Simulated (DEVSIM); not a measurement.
System: abrupt GaAs n-p junction, at 300 K.

Layer 1 from the left is GaAs, thickness (μm) 52.0, Nd (cm⁻³) 4.6e16, τn (s) 1.8e-8, τp (s) 5.4e-10. Layer 2 from the left is GaAs, thickness (μm) 0.670, Na (cm⁻³) 2.1e14, τn (s) 1.8e-8, τp (s) 1.8e-8.

Left contact: ohmic. Right contact: ohmic. Voltage is applied to the left contact. Recombination: SRH at mid-gap, Auger. Mobility is μmin + (μ − μmin)/(1 + (N/Nref)^α).

Constants are typed, rounded textbook-type inputs, not results; the design itself was drawn at random and stands for no fabricated device. Values at 300 K.

GaAs: gap (eV) 1.424, affinity (eV) 4.07, permittivity 12.9, Nc (cm⁻³) 4.7e17, Nv (cm⁻³) 9e18, μn (cm²/Vs) 8500, μp (cm²/Vs) 400, μn,min 500, μp,min 20, Nref,n 6e16, Nref,p 1.5e17, αn 0.39, αp 0.38, Cn (cm⁶/s) 1e-30, Cp (cm⁶/s) 1e-30.

Model (solved in DEVSIM): 1D drift-diffusion, Boltzmann statistics, complete ionisation; no tunnelling, impact ionisation, image-force lowering or self-heating.

### Question
What does the simulation give for the potential step across the device at zero bias, the dark forward voltage at 1 A/cm², the largest field in the device at zero bias?

### Answer
potential step across the device at zero bias 1.088 V; dark forward voltage at 1 A/cm² 0.776 V; largest field in the device at zero bias 18000 V/cm.
